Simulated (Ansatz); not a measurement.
```yaml
crystal:
  lattice:
    - [4.30037, 0.00000, 0.00000]
    - [0.00000, 4.30037, 0.00000]
    - [2.15018, -2.15018, 3.09892]
  atoms:
    - { symbol: Se, position: [0.00000, 0.00000, 0.00000] }
    - { symbol: Pb, position: [0.50000, 0.50000, 0.00000] }
```

No spin polarisation.

Level of theory: r2SCAN in Ansatz (plane waves to 500 eV, PAW, spin-orbit coupling left out). Γ-centred 9×9×9 mesh, Fermi–Dirac width 0.05 eV.

### Question
What is the computed space group?

### Answer
I4/mmm (No. 139).

### Question
Predict the pressure (mean of the normal stresses, compression positive).

### Answer
1.59 GPa.

### Question
Estimate the band gap.

### Answer
0.56 eV.

Spin-orbit coupling, missing from the scalar runs, can matter with Pb. The cells carry an imposed strain or load. Whether these cells are dynamically stable was not tested. The cell was made from PbSe in the rock salt structure (space group Fm-3m, No. 225) by this change: biaxial strain −1.56 %, plane normal [001], relaxed out of plane.

Ansatz is a program for electronic structure.
